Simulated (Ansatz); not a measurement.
# ZnSnAs2: uniaxial strain ε_zz = −2.25 %

Consider ZnSnAs₂ in the chalcopyrite structure (space group I-42d, No. 122; a = 5.8395 Å, c = 11.7375 Å). Axes: x, y, z lie along a, b, c of the conventional cell.

Modification: uniaxial strain ε_zz = −2.25 %, all other strain components held at zero; the atoms relax in the strained cell.

Method: PBEsol (Ansatz, an electronic-structure program), spin-orbit coupling left out. k-mesh 8×8×8 (Γ-centred); smearing 0.05 eV (Fermi–Dirac).

| quantity | base | changed | shift |
|---|---|---|---|
| volume per atom | 25.02 Å³ | 24.45 Å³ | -0.563 Å³ |
| shortest interatomic distance | 2.449 Å | 2.429 Å | -0.020 Å |
| energy relative to the base (free energy F) | 0 meV/atom | +3.7 meV/atom | +3.7 meV/atom |
| pressure (mean of the normal stresses, compression positive) | 0.0 GPa | 1.5 GPa | +1.5 GPa |
| band gap (uncertain: the Fermi level lies in a band; the changed cell) | zero | 0.08 eV | – |
| stress (xx, yy, zz, yz, xz, xy; compression positive) (rough) | – | (1.1, 1.1, 2.1, 0.0, 0.0, 0.0) GPa | – |

Without a gap, meshes like the base's 8×8×8 leave anisotropic stresses uncertain by several tenths of a GPa, and small strain energies with them. Whether these cells are dynamically stable was not tested. The final runs are not spin-polarised. The zero or small gap of ZnSnAs2 can change with the level of theory.
